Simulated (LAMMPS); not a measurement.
Quenches at 1e+14 K/s across the composition of ZnSe (zinc blende) with a share x of Se sites S; each row starts from its own melt temperature.

Level of theory: classical MD, pair style sw, file CdTeZnSeHgS0.sw (LAMMPS).

```csv
x,density,state
0.25,4.70 g/cm³ (one sample),glass
0.5,4.43 g/cm³ (one sample),glass
0.75,4.15 g/cm³ (one sample),glass
```

Caution: the real compound melts congruently only under the pressure of its own vapour and loses its more volatile element when open.
